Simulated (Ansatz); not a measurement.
## Point defect Ti on the Zn site + O vacancy in wurtzite ZnO

Computed with PBE, PAW (plane waves to 420 eV; Ansatz, a first-principles code). A supercell of 96 sites (3×2×2 repeats of a cell of 8 atoms) was used; the energies come from a 2×2×2 shifted sampling of its zone. Sites at the start: the Zn site; O 2.00 Å away. Finite-size correction: monopole term and site-potential alignment. Dielectric constants: PBE linear response of the host. Host gap at this level: 0.74 eV. Finite-size and sampling errors can reach tenths of an eV here. The semilocal functional narrows the gap, so deep levels can fall outside it. Spin–orbit coupling is left out, and no Hubbard U is applied to the open shells. Each state is the lowest found from its start.

Formation energies E_f are given with the Fermi level at the valence-band maximum. Chemical conditions: O-rich (Δμ(O) = 0.00 eV, Δμ(Zn) = -2.85 eV, Δμ(Ti) = -9.15 eV, bounded by anatase TiO2; only phases computed here count, gases as isolated molecules at 0 K); Zn-rich (Δμ(O) = -2.85 eV, Δμ(Zn) = 0.00 eV, Δμ(Ti) = -3.45 eV, bounded by anatase TiO2; only phases computed here count, gases as isolated molecules at 0 K). Reference phases: O: O2 molecule in a box, Ti: hcp Ti, Zn: hcp Zn.

The name describes the start; the neighbours show where the atoms ended.

Charges with a result: +2, +1, 0, −1. Others weren't obtained, and one of them could lie lower, also by skipping a charge.

| charge | moment (μB) | largest move off a lattice site (Å) | neighbours of the last Ti atom of the defect at the end (Å) | image correction with alignment (eV) | E_f, O-rich (eV) | E_f, Zn-rich (eV) | above the lowest spin state (eV) |
|---|---|---|---|---|---|---|---|
| +2 | not spin-polarised | 0.20 | O 1.82, O 1.82, O 1.82 | 0.68 | 5.54 | -0.15 | 0.00 |
| +2 | 0.0 | 0.20 | O 1.82, O 1.82, O 1.82 | 0.68 | 5.54 | -0.15 | 0.00 |
| +1† | quenched | 0.23 | O 1.83, O 1.83, O 1.83, Zn 3.12, O 3.17, Zn 3.18, Zn 3.19 | 0.22 | – | – | 0.00 |
| +1† | quenched | 0.23 | O 1.83, O 1.83, O 1.83, Zn 3.12, O 3.17, Zn 3.18, Zn 3.19 | 0.22 | – | – | 0.00 |
| 0† | 0.0 | 0.25 | O 1.83, O 1.83, O 1.83, Zn 3.09, O 3.15, Zn 3.16, Zn 3.16 | 0.01 | 8.35 | 2.66 | 0.00 |
| 0† | not spin-polarised | 0.25 | O 1.83, O 1.83, O 1.83, Zn 3.09, O 3.15, Zn 3.16, Zn 3.16 | 0.01 | 8.35 | 2.66 | 0.00 |
| −1† | 1.0 | 0.28 | O 1.86, O 1.88, O 1.95, Zn 2.99, Zn 3.05, Zn 3.07 | 0.05 | – | – | 0.00 |
| −1† | 1.0 | 0.28 | O 1.86, O 1.88, O 1.95, Zn 2.99, Zn 3.05, Zn 3.07 | 0.05 | – | – | 0.00 |

† Not settled in this cell, so no level is given: charge +1: a level filled in part, carriers not clearly localised, level within 0.1 eV of a band edge or past it; charge 0: carriers not clearly localised, level within 0.1 eV of a band edge or past it; charge −1: level within 0.1 eV of a band edge or past it.

Starting moments that weren't kept: charge +2 began with 2 μB and ended with 0.0; charge +1 began with 1 μB and ended with 0.0; charge +1 began with 3 μB and ended with 0.0; charge 0 began with 4 μB and ended with 0.0; charge −1 began with 5 μB and ended with 1.0.

Flagged in the runs: a doubtful potential alignment, a host whose relaxation on this sampling wasn't shown to rest.

All states together cost around 9 core-hours (rough).
